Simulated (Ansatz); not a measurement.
Results of PBEsol in Ansatz (PAW) for W2C (P-3m1, No. 164, 3 atoms in the cell; start mp-1008625).

Run with plane-wave cutoff 520 eV, 24×24×12 k mesh (along the axes of the cell as run), Fermi–Dirac smearing 0.05 eV, no spin polarisation, scalar-relativistic PAW data made under PBE.

Cell (relaxed at this level):

W$_{2}$C has the trigonal space group P-3m1 (No. 164), Pearson symbol hP3. Conventional cell: a = 3.0338 Å, b = 3.0338 Å, c = 4.6446 Å, α = 90.00°, β = 90.00°, γ = 120.00°. W on 2d is coordinated by 3 C at 2.112 Å and 12 W at 2.878–3.034 Å. C on 1a sees 6 W at 2.112 Å (octahedral). (Neighbours: up to the widest gap in distance over summed covalent radii, below 1.35, at either atom; cation-cation and far metal-metal contacts left out.)

Task: Give the computed bulk modulus B0.

Result: 
- bulk modulus B0: 333 GPa

Note: the run has no spin polarisation, so it can have missed a magnetic state; the bulk modulus is −V dP/dV from two relaxed cells at ±2 % in volume; the relaxation could not lower the start's symmetry, so the cell can be a saddle point above a distorted one.

Spin–orbit coupling is not included; it can open a gap where bands touch, and shift volumes and moduli.

A start named mp-… is a Materials Project structure, which need not be a measured phase.

Ansatz is a first-principles code.
